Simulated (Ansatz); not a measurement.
# Effect of isotropic strain +1.20 % on KTaO3

Take KTaO₃ in the cubic perovskite structure (space group Pm-3m, No. 221; a = 4.024 Å) as the base.

It is then changed as follows: the cell is scaled by 1.0120 in all directions; the atoms relax in the strained cell.

Calculations: Kohn–Sham DFT with the PBE functional, run in Ansatz (a program for electronic structure) with PAW and 420 eV plane waves, no spin-orbit coupling. Γ-centred 8×8×8 mesh, Fermi–Dirac width 0.05 eV.

Volume per atom: 13.51 Å³ (base 13.04 Å³)
Space group: Pm-3m (No. 221) (base Pm-3m (No. 221))
Shortest interatomic distance: 2.036 Å (base 2.012 Å)
Energy relative to the base (free energy F): +9.5 meV/atom
Pressure: -6.21 GPa (base 0.01 GPa)
Band gap: 2.08 eV (base 2.16 eV)
Gap character: indirect, R → Γ (base indirect, R → Γ)
Smallest direct gap: 2.71 eV (base 2.78 eV)
Mean gap deformation potential ΔEg/Δln V: -2.4 eV
Width of the top valence band: 1.04 eV (base 1.07 eV)

Spin-orbit coupling, missing from the scalar runs, can matter with Ta. Stability against distortions was not tested.
